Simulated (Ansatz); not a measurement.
System: N vacancy in rock-salt ZrN (neutral cell). Calculation: PBE, PAW (plane waves to 420 eV; Ansatz, an electronic-structure program).

Settings: 64 host sites, the relaxed PBE lattice, a 3×3×3 k-point mesh shifted by half a step, smearing 0.10 eV, spin-restricted, no image-charge correction. No zero-point or tunnelling terms. Forms of the defect that were not tried may lie lower.

Barriers: single points on a 4×4×4 k-point mesh shifted by half a step at the bands' geometries.

The step: one N atom jumps into the vacancy from a nearby N site. Atoms about the jump, Cartesian Å from the middle of the jump, before and after:

```tsv
atom	x0	y0	z0	x1	y1	z1
N1	0.00	-1.16	-1.16	0.00	1.16	1.16
Zr2	0.00	1.15	-1.19	0.00	1.19	-1.15
Zr3	0.00	-1.19	1.15	0.00	-1.15	1.19
Zr4	-2.28	-1.13	-1.13	-2.34	-1.15	-1.15
Zr5	-2.34	1.15	1.15	-2.28	1.13	1.13
N6	-2.31	-1.16	1.15	-2.31	-1.15	1.16
N7	-2.31	1.15	-1.16	-2.31	1.16	-1.15
```

### Question
Predict the transition state.

### Answer

| atom | x | y | z |
|---|---|---|---|
| N1 | -0.62 | -0.22 | -0.23 |
| Zr2 | 0.05 | 1.31 | -1.28 |
| Zr3 | 0.05 | -1.27 | 1.30 |
| Zr4 | -2.29 | -1.14 | -1.14 |
| Zr5 | -2.22 | 1.07 | 1.06 |
| N6 | -2.41 | -1.24 | 1.25 |
| N7 | -2.41 | 1.26 | -1.25 |
It lies 3.30 eV above the start and 3.30 eV above the end. The saddle point's order was not checked, and it lies on a symmetry element of the cell, where a band can be held. Symmetry-equivalent saddle points exist between the same ends.
